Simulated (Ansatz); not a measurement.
ZrSi2 (Cmcm, No. 63) was calculated with LDA (Ansatz, a quantum-chemistry and plane-wave program, PAW).

Output (set-up and result lines):

```
Crystal: 6 atoms, lattice volume = 96.121 Å³
Basis set: ecut = 520 eV, 2605 PW (Γ), FFT grids on a1+a2, a2, a3, exchange–correlation on 60×120×60 points (8 copies of the dense FFT grid, shifted against one another)
Bands: 26, of which v1, the nominal top of the filled ones, is band 20 counted from 1 (19 counted from 0)
Symmetry: 8 space group operations
Space group: Cmcm (ITA 63), of the structure as read, at distance tolerance 4.6e-5 Å
k-points: 657 of 4096
Functional: x = slater, c = lda
SCF iter   1: F=—  HF=-10594.098896 eV  |F-HF|=—  |Δ(HF+E_count)|=         —  Δρ=5.72e-3  dr2=3.39e-2
SCF iter   2: F=—  HF=-10594.093771 eV  |F-HF|=—  |Δ(HF+E_count)|=   5.13e-3  Δρ=3.08e-3  dr2=9.82e-3
  ...
SCF iter   6: F=—  HF=-10594.091665 eV  |F-HF|=—  |Δ(HF+E_count)|=   2.44e-7  Δρ=4.45e-6  dr2=2.98e-8
SCF iter   7: F=-10594.091665 eV  HF=-10594.091665 eV  |F-HF|=1.33e-10  |Δ(HF+E_count)|=   4.60e-9  Δρ=6.28e-7  dr2=3.32e-10
SCF 1 converged in 7 iterations: F = -10594.091665 eV  dr2 = 3.32e-10
SCF converged after 7 iterations
Free energy (F): -10594.091665 eV
Internal energy: -10594.081163 eV  (E = F + TS)
E sigma→0 (E₀):  -10594.086414 eV
Fermi energy:    13.079810 eV
--- Forces (eV/Å), atoms counted from 1 ---
  atom   1  Zr     0.00000000     0.00134586     0.00000000
  atom   2  Zr    -0.00000000    -0.00134586    -0.00000000
  atom   3  Si     0.00000000    -0.00024557    -0.00000000
  atom   4  Si    -0.00000000     0.00024557     0.00000000
  atom   5  Si    -0.00000000    -0.00049820     0.00000000
  atom   6  Si     0.00000000     0.00049820    -0.00000000
--- Stress (GPa, compression-positive) ---
        0.004656      -0.000000       0.000000
       -0.000000      -0.004636       0.000000
        0.000000       0.000000       0.000103
  P = ⅓ Tr σ = 0.0000 GPa (0.000 kbar)
```

**Question.** Write an input file that could have produced this run (the log leaves some choices open).

**Answer.** This is not unique; one that fits is 
Ansatz 0.2 input:
```yaml
crystal:
  lattice:
    - [1.8243130287, -7.2467881178, 0.0]
    - [1.8243130287, 7.2467881178, 0.0]
    - [0.0, 0.0, 3.6353284913]
  atoms:
    - { symbol: Zr, position: [0.6048077067, 0.3951922933, 0.25] }
    - { symbol: Zr, position: [0.3951922933, 0.6048077067, 0.75] }
    - { symbol: Si, position: [0.9462091339, 0.0537908661, 0.25] }
    - { symbol: Si, position: [0.0537908661, 0.9462091339, 0.75] }
    - { symbol: Si, position: [0.2498362129, 0.7501637871, 0.25] }
    - { symbol: Si, position: [0.7501637871, 0.2498362129, 0.75] }
basis:
  ecutwfc: 520
  ecutrho_ratio: 4
  xc_grid: 2
kpoints:
  mp_grid: { grid: [16, 16, 16] }
hamiltonian:
  xc: lda
  dispersion: none
  pseudopotentials: { kind: paw }
scf:
  occupations: { method: fermi_dirac, width: 0.05 }
  convergence: { dr2_threshold: 0.0000000006 }
output:
  forces: true
  stress: true
  eigenvalues: true
```

The PAW data were made under PBE.

Cost on a shared machine: roughly 70 core-seconds.
